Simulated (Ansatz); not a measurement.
Worked example: self-consistent single point of Yb5Pd2 (C2/c, 14 atoms in the cell) in Ansatz (a quantum-chemistry and plane-wave program)

Level of theory: PBEsol, default PAW files made with PBE (plane waves; Ansatz).

This input was run:

Ansatz 0.2 input:
```yaml
# Yb5Pd2
crystal:
  lattice:
    - [8.17925500, -3.27842000, 0.00000000]
    - [8.17925500, 3.27842000, 0.00000000]
    - [-0.97209400, 0.00000000, 7.51819500]
  atoms:
    - { symbol: Yb, position: [0.79701000, 0.02133000, 0.08043000] }
    - { symbol: Yb, position: [0.20299000, 0.97867000, 0.91957000] }
    - { symbol: Yb, position: [0.97867000, 0.20299000, 0.41957000] }
    - { symbol: Yb, position: [0.02133000, 0.79701000, 0.58043000] }
    - { symbol: Yb, position: [0.20155000, 0.36437000, 0.18086000] }
    - { symbol: Yb, position: [0.79845000, 0.63563000, 0.81914000] }
    - { symbol: Yb, position: [0.63563000, 0.79845000, 0.31914000] }
    - { symbol: Yb, position: [0.36437000, 0.20155000, 0.68086000] }
    - { symbol: Yb, position: [0.42061000, 0.57939000, 0.25000000] }
    - { symbol: Yb, position: [0.57939000, 0.42061000, 0.75000000] }
    - { symbol: Pd, position: [0.59657000, 0.18295000, 0.41924000] }
    - { symbol: Pd, position: [0.40343000, 0.81705000, 0.58076000] }
    - { symbol: Pd, position: [0.81705000, 0.40343000, 0.08076000] }
    - { symbol: Pd, position: [0.18295000, 0.59657000, 0.91924000] }
basis:
  ecutwfc: 420.0
kpoints:
  mp_grid: { grid: [4, 4, 3] }
hamiltonian:
  xc: pbesol
  pseudopotentials: { kind: paw }
scf:
  occupations: { method: gaussian, width: 0.2 }
output:
  forces: true
  eigenvalues: true
  stress: true
```

Log, with long lists cut:

```
WARN ansatz: RAYON_NUM_THREADS=1 ignored (pool sized by the plan → 1); use --threads N
Pseudopotentials: kind: paw
Pseudopotential: Yb, paw, valence charge 24
Pseudopotential: Pd, paw, valence charge 18
Crystal: 14 atoms, lattice volume = 403.201 Å³
Basis set: ecut = 420 eV, 7911 PW (Γ), exchange–correlation on 120×120×108 points (8 copies of the dense FFT grid, shifted against one another)
Bands: 188, of which v1, the nominal top of the filled ones, is band 156 counted from 1 (155 counted from 0)
Symmetry: 4 space group operations
Space group: C2/c (ITA 15), of the structure as read, at distance tolerance 7.4e-5 Å
k-points: 17 of 48
PAW frozen core: Yb, regenerated for the run's functional, and the local potential with it
PAW frozen core: Pd, regenerated for the run's functional, and the local potential with it
Initial density: superposition of atomic densities (neutral atoms: chi_scale 0, normalization atom), corrected by the library's trained network
Initial wavefunctions: pseudopotential atomic-orbital guess
Eigensolver: davidson
Functional: x = pbesol(κ = 0.804, μ = 0.12345679012345678), c = pbesol(β = 0.046)
SCF iter   1: F=—  HF=-164398.951195 eV  |F-HF|=—  |Δ(HF+E_count)|=         —  Δρ=1.31e-2  dr2=9.18e-1  ethr=1.77e-3  ⟨swp⟩=6.5  Hψ=13410  notcnv=0
all-band conjugate gradients solve this SCF's bands
preconditioner: auto → Kerker (q_TF=auto, 2.614 Å⁻¹)
SCF iter   2: F=—  HF=-164398.869213 eV  |F-HF|=—  |Δ(HF+E_count)|=   8.20e-2  Δρ=4.92e-3  dr2=1.45e-1  ethr=2.94e-4  ⟨swp⟩=1.9  Hψ=5034  notcnv=0  defer=22
SCF iter   3: F=—  HF=-164398.852287 eV  |F-HF|=—  |Δ(HF+E_count)|=   1.69e-2  Δρ=1.57e-3  dr2=1.16e-2  ethr=4.65e-5  ⟨swp⟩=2.0  Hψ=4801  notcnv=0  defer=22
SCF iter   4: F=—  HF=-164398.851634 eV  |F-HF|=—  |Δ(HF+E_count)|=   6.53e-4  Δρ=5.76e-4  dr2=1.38e-3  ethr=3.73e-6  ⟨swp⟩=2.0  Hψ=5018  notcnv=0  defer=22
SCF iter   5: F=—  HF=-164398.851572 eV  |F-HF|=—  |Δ(HF+E_count)|=   6.21e-5  Δρ=2.43e-4  dr2=1.74e-4  ethr=4.41e-7  ⟨swp⟩=2.0  Hψ=5439  notcnv=0  defer=22
SCF iter   6: F=—  HF=-164398.851482 eV  |F-HF|=—  |Δ(HF+E_count)|=   9.03e-5  Δρ=1.72e-4  dr2=1.36e-4  ethr=5.57e-8  ⟨swp⟩=2.3  Hψ=5501  notcnv=0  defer=22
SCF iter   7: F=—  HF=-164398.851462 eV  |F-HF|=—  |Δ(HF+E_count)|=   2.03e-5  Δρ=6.11e-5  dr2=3.05e-5  ethr=4.37e-8  ⟨swp⟩=2.6  Hψ=4930  notcnv=0  defer=22
SCF iter   8: F=—  HF=-164398.851478 eV  |F-HF|=—  |Δ(HF+E_count)|=   1.69e-5  Δρ=5.52e-5  dr2=1.75e-5  ethr=9.77e-9  ⟨swp⟩=2.0  Hψ=5474  notcnv=0  defer=22
SCF iter   9: F=—  HF=-164398.851478 eV  |F-HF|=—  |Δ(HF+E_count)|=   6.57e-7  Δρ=2.21e-5  dr2=1.50e-6  ethr=5.61e-9  ⟨swp⟩=1.6  Hψ=2945  notcnv=0  defer=22
SCF iter  10: F=—  HF=-164398.851477 eV  |F-HF|=—  |Δ(HF+E_count)|=   7.14e-7  Δρ=4.89e-6  dr2=1.43e-7  ethr=4.81e-10  ⟨swp⟩=2.0  Hψ=5375  notcnv=0  defer=22
SCF iter  11: F=-164398.851477 eV  HF=-164398.851477 eV  |F-HF|=2.90e-8  |Δ(HF+E_count)|=   1.41e-8  Δρ=2.68e-6  dr2=4.70e-8  ethr=3.21e-11  ⟨swp⟩=11.8  Hψ=15693  notcnv=0
SCF 1 converged in 11 iterations: F = -164398.851477 eV  dr2 = 4.70e-8
SCF converged after 11 iterations
Free energy (F): -164398.851477 eV
Harris-Foulkes:  -164398.851477 eV  (|F-HF|=2.90e-8)
Internal energy: -164398.362416 eV  (E = F + TS)
E sigma→0 (E₀):  -164398.606947 eV
Entropy (-TS):   -0.489061 eV (-34.933 meV/atom)
Fermi energy:    12.290366 eV
--- Per-component energies (eV) ---
  E_band       = -736.005972
  E_kinetic    = 5615.880620
  E_local      = -70966.801364  (includes V_loc(G=0)·N_el)
  E_nonlocal   = 6396.383265
  E_hartree    = 30625.558840
  E_xc         = -2293.563043
  E_vxc        = -2874.928649  (∫ρ·V_xc dr)
  E_paw        = -87095.445520  (= ΣΔE_a)
  E_vpaw       = -157.659845  (= ΣTr[D̂ρ^β])
  E_aug_tail   = 0.000829  (compensation charges beyond the density's cutoff)
  E_ewald      = -46692.878079
  E_core_change = 12.502037  (= ΣΔE_core)
  E_smearing   = -0.489061  (= −TS)
  E_closure    = -0.000000  (closes the sum)
  Σ components = -164398.851477   (vs F -164398.851477, Δ=0.00e0)
--- Forces (eV/Å), atoms counted from 1 ---
  atom   1  Yb    -0.01691960    -0.07070264     0.01593918
  atom   2  Yb     0.01691960     0.07070264    -0.01593918
  atom   3  Yb     0.01691960    -0.07070264    -0.01593918
  atom   4  Yb    -0.01691960     0.07070264     0.01593918
  atom   5  Yb    -0.01249617    -0.00385663     0.02298408
  atom   6  Yb     0.01249617     0.00385663    -0.02298408
  atom   7  Yb     0.01249617    -0.00385663    -0.02298408
  atom   8  Yb    -0.01249617     0.00385663     0.02298408
  atom   9  Yb    -0.00000000     0.02484801     0.00000000
  atom  10  Yb     0.00000000    -0.02484801    -0.00000000
  atom  11  Pd     0.01391480     0.01922973    -0.00490885
  atom  12  Pd    -0.01391480    -0.01922973     0.00490885
  atom  13  Pd    -0.01391480     0.01922973     0.00490885
  atom  14  Pd     0.01391480    -0.01922973    -0.00490885
  max |Σ_I F_I| component: 1.04e-17 eV/Å
--- Stress (GPa, compression-positive) ---
       -3.424935       0.000000      -0.100575
        0.000000      -3.181861       0.000000
       -0.100574       0.000000      -3.265334
  P = ⅓ Tr σ = -3.2907 GPa (-32.907 kbar)
  The stress holds the Pulay correction. Without it, at fixed plane waves, as pw.x and ABINIT print it: P = -3.3349 GPa
--- Band table (eV; the first three rows and the last of 17) ---
  k-point 0: bands = ["-72.2558", "-72.2558", "-72.2558", "-72.2558", "-39.2560", "-39.2506", "-39.2505", "-39.2485", "-39.2410", "-39.2346", "-39.2318", "-39.2295", "-39.1651", "-39.1625", "-38.0520", "-38.0520", "-38.0500", "-38.0488", "-37.9894", [...]
  k-point 1: bands = ["-72.2558", "-72.2558", "-72.2558", "-72.2558", "-39.2551", "-39.2529", "-39.2491", "-39.2486", "-39.2396", "-39.2366", "-39.2307", "-39.2298", "-39.1644", "-39.1631", "-38.0515", "-38.0512", "-38.0505", "-38.0496", "-37.9890", [...]
  k-point 2: bands = ["-72.2558", "-72.2558", "-72.2558", "-72.2558", "-39.2556", "-39.2506", "-39.2505", "-39.2487", "-39.2398", "-39.2338", "-39.2335", "-39.2299", "-39.1651", "-39.1626", "-38.0517", "-38.0515", "-38.0503", "-38.0492", "-37.9891", [...]
  k-point 16: bands = ["-72.2558", "-72.2558", "-72.2558", "-72.2558", "-39.2546", "-39.2526", "-39.2495", "-39.2494", "-39.2391", "-39.2363", "-39.2309", "-39.2301", "-39.1643", "-39.1631", "-38.0515", "-38.0512", "-38.0505", "-38.0495", [...]
```

The run converged in 11 iterations.

The starting cell comes from a database of computed structures (which also holds hypothetical and non-ambient phases and stackings), without a prior relaxation at this level. Spin-orbit coupling is off. Spin polarisation is off. With a pressure of about -3 GPa the cell is away from its equilibrium volume at this level. Ansatz's pressure includes its estimate of the finite-basis (Pulay) stress.

Cost on one core of a shared machine: roughly 2 min.
